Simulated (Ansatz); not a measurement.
Start from InAs in the zinc blende structure (space group F-43m, No. 216; a = 6.110 Å). Axes: x, y, z lie along the cube axes.

Calculations: r2SCAN/PAW in Ansatz (a first-principles code), no spin-orbit coupling.

Strains are applied to the cell and any free atomic positions relax.

One change was made to it. Results:

| quantity | base | after |
|---|---|---|
| band gap | 0.08 eV | zero |
| energy relative to the base (free energy F) | 0 meV/atom | +4.5 meV/atom |
| pressure (mean of the normal stresses, compression positive) | 0.0 GPa | -1.3 GPa |

Question: Name the change that was made.
A) uniaxial strain ε_zz = +1.00 %
B) uniaxial strain ε_zz = +2.00 %
C) uniaxial strain ε_zz = +0.50 %
D) uniaxial strain ε_zz = +2.50 %

Answer: D, uniaxial strain ε_zz = +2.50 %. For comparison, the energy relative to the base in the other runs: uniaxial strain ε_zz = +1.00 % gives +0.7 meV/atom; uniaxial strain ε_zz = +2.00 % gives +2.9 meV/atom; uniaxial strain ε_zz = +0.50 % gives +0.2 meV/atom.

A case with no gap was solved on a k-mesh chosen for an insulator, which is coarse for it. No phonon test of stability was made. The final runs are not spin-polarised. Gaps under 0.05 eV, about the width of the smearing, are given as zero. A zero or small gap of InAs can be the functional's error rather than a property of the material.
